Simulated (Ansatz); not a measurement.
Consider the following.

```
Rh
1.0
    2.69962     0.00000     0.00000
    1.34981     2.33794     0.00000
    1.34981    -0.77931     2.14821
Rh
1
Direct
  0.00000   0.00000   0.00000
```

No spin polarisation.

Computed with Ansatz (a program for electronic structure) LDA, scalar-relativistic without spin-orbit coupling. Γ-centred 30×30×30 mesh, Fermi–Dirac width 0.1 eV.

Q: Predict the band gap and in-plane stress.

A: 
- Band gap: zero
- Mean in-plane stress (compression positive): -10.3 GPa

The cells carry an imposed strain or load. Whether these cells are dynamically stable was not tested. The final runs are not spin-polarised. The cell was made from Rh in the fcc (Cu type) structure (space group Fm-3m, No. 225) by this change: biaxial strain +1.67 %, plane normal [111], relaxed out of plane. Rh lies near a magnetic instability that expansion can trigger; it was not tested.
